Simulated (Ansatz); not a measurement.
Band structure of Si2Ni (Fm-3m, 3 atoms in the cell).

```xyz
3
Lattice="0.0000 2.6932 2.6932 2.6932 0.0000 2.6932 2.6932 2.6932 0.0000" Properties=species:S:1:pos:R:3 pbc="T T T"
Si     1.3466     1.3466     1.3466
Si     4.0397     4.0397     4.0397
Ni     0.0000     0.0000     0.0000
```

Method of the run: PBE (plane waves, PAW; Ansatz, a quantum-chemistry and plane-wave program).

Settings: kpoints.mp_grid.grid = 9 9 9; hamiltonian.xc = pbe; hamiltonian.pseudopotentials = {kind: paw} (the program's default PAW files); scf.occupations.method = gaussian; scf.occupations.width = 0.0073 Ry; kpoints.band_path.npoints = 8.

The starting cell comes from a database of computed structures (which also holds hypothetical and non-ambient phases and stackings), without a prior relaxation at this level. Spin polarisation is off.

Levels in eV from the Fermi level, bands 10 to 16:
```csv
point,10,11,12,13,14,15,16
Γ,-3.60,-0.26,1.70,1.70,1.70,2.20,2.20
X,-3.69,-3.69,-3.53,-3.19,-0.41,1.35,7.67
W,-3.82,-3.68,-3.26,-2.50,2.21,2.21,4.61
K,-3.88,-3.50,-2.99,-2.71,0.19,3.61,4.66
L,-3.41,-3.41,-1.53,-1.53,1.76,1.79,1.79
U,-3.88,-3.50,-2.99,-2.71,0.19,3.61,4.66
```

Bands cross the Fermi level along this path, so the cell is metallic at this level.

Keys are those of Ansatz 0.2.
